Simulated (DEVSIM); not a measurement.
Device: Schottky contact on p-type GaAs, at 300 K.

Layer 1 from the left is GaAs, thickness (μm) 3.70, Na (cm⁻³) 2.9e16, τn (s) 9.4e-10, τp (s) 9.4e-10.

Left contact: Schottky, work function 4.504 eV, emission velocity 1.8e6 cm/s. Right contact: ohmic. Voltage is applied to the left contact. Recombination: SRH at mid-gap, radiative, Auger. Mobility is μmin + (μ − μmin)/(1 + (N/Nref)^α).

The device is made up for the run: typed textbook-type constants, with dimensions and the other settings drawn at random. Values at 300 K.

GaAs: gap (eV) 1.424, affinity (eV) 4.07, permittivity 12.9, Nc (cm⁻³) 4.7e17, Nv (cm⁻³) 9e18, μn (cm²/Vs) 8500, μp (cm²/Vs) 400, μn,min 500, μp,min 20, Nref,n 6e16, Nref,p 1.5e17, αn 0.39, αp 0.38, B (cm³/s) 2e-10, Cn (cm⁶/s) 1e-30, Cp (cm⁶/s) 1e-30.

DEVSIM, 1D drift-diffusion, Boltzmann statistics, complete ionisation; no tunnelling, impact ionisation, image-force lowering or self-heating. Metal contacts follow the ideal Schottky-Mott rule: no Fermi-level pinning, no interface dipoles.

Dark forward current:

| |V| (V) | |J| (A/cm²) |
|---|---|
| 0.05 | 7.565e-10 |
| 0.10 | 4.089e-9 |
| 0.15 | 2.259e-8 |
| 0.20 | 1.384e-7 |
| 0.25 | 9.043e-7 |
| 0.30 | 6.092e-6 |
| 0.35 | 4.156e-5 |
| 0.40 | 0.0002847 |
| 0.45 | 0.001952 |
| 0.50 | 0.01337 |
| 0.55 | 0.09125 |
| 0.60 | 0.6170 |
| 0.65 | 4.007 |
| 0.70 | 21.83 |
| 0.75 | 77.05 |
| 0.80 | 172.5 |
| 0.85 | 292.7 |
| 0.90 | 426.7 |
| 0.95 | 568.8 |
| 1.00 | 716.2 |
| 1.05 | 867.2 |
| 1.10 | 1021 |
| 1.15 | 1176 |
| 1.20 | 1333 |
| 1.25 | 1492 |
| 1.30 | 1651 |

Work out the local ideality factor n = ΔV / (kT/q · ln(J2/J1)) between the rows 0.15 and 0.20 V, 0.40 and 0.45 V, 1.25 and 1.30 V.

kT/q = 25.85 mV. From 0.15 to 0.20 V: ln(1.384e-7/2.259e-8) = 1.813, n = 1.07, near the 1 of diffusion or emission over a barrier. From 0.40 to 0.45 V: ln(0.001952/0.0002847) = 1.925, n = 1.00, near the 1 of diffusion or emission over a barrier. From 1.25 to 1.30 V: ln(1651/1492) = 0.101, n = 19.10; the layers' resistance at their doping, Σ W/(qμN) = 0.00030 Ω cm², would take 47 mV of this step of 50 mV.

Estimate the current at 0.40 V for emission alone, J0 = q v N_band exp(−φB/kT), and read the barrier back from the simulated current.

φB = 0.990 eV, N_band = 9.00e18 cm⁻³, J0 = 6.05e-11 A/cm²; J = J0 (exp(qV/kT) − 1) = 0.000318 A/cm². The simulation gives 0.000285 A/cm²; the estimate lies 12 % above. Read backwards, the simulated current gives an apparent barrier of 0.993 eV. The estimate leaves out transport through the depletion region and minority injection.
